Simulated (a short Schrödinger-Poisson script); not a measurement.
# Gated Al0.33Ga0.67As/GaAs δ-doped gas

Structure: gated Al0.33Ga0.67As/GaAs δ-doped gas, at 77 K.

```csv
layer,material,thickness (nm),Na (cm⁻³)
1,Al0.33Ga0.67As,15,-
2,Al0.33Ga0.67As,3,-
3,GaAs,6000,9e15
```

The device is made up for the run: typed textbook-type constants, with dimensions and the other settings drawn at random. Al0.33Ga0.67As: permittivity 11.96, conduction-band edge (eV) 0.261, gap (eV) 1.836, electron mass (mₑ) 0.0944, Nv at 300 K (cm⁻³) 9e18. GaAs: permittivity 12.9, conduction-band edge (eV) 0, gap (eV) 1.424, Nv at 300 K (cm⁻³) 9e18.

Channel valleys (confinement mass, in-plane density-of-states mass, number): Γ 0.067, 0.067, 1. At the gate the conduction-band edge of layer 1 lies 1.01 eV − eVg above the Fermi level of the channel; the field vanishes at the back. Sheet of ionised δ-doping: +3e12 e/cm² at 15 nm from the gate. The barrier under the gate holds no holes. Gaps are held at their typed values at every temperature. Mesh 0.08 nm at interfaces.

Solved with a short Schrödinger-Poisson script written for these runs: 1D Poisson equation in equilibrium, electrons quantum, Hartree (BenDaniel-Duke, 40 states a valley, the channel's in-plane mass for all, wave functions free to enter the barrier), parabolic valleys, classical holes, full ionisation, no traps, pinning or gate leakage.

```
Vg (V)  electrons (cm⁻²)  in the channel layer  C (μF/cm²)  Γ E0 (meV)  Γ E1 (meV)
------  ----------------  --------------------  ----------  ----------  ----------
0.5              7.53e11               7.22e11       0.472       -26.7        28.5
0.4              4.62e11               4.47e11       0.461       -15.9        36.5
0.3              1.83e11               1.78e11       0.430        -3.4        45.9
0.2               7.38e8                7.24e8      0.0399        36.7        83.4
```

Gate voltages with under 1e6 electrons/cm² are left out.

Subbands count from the Fermi level.
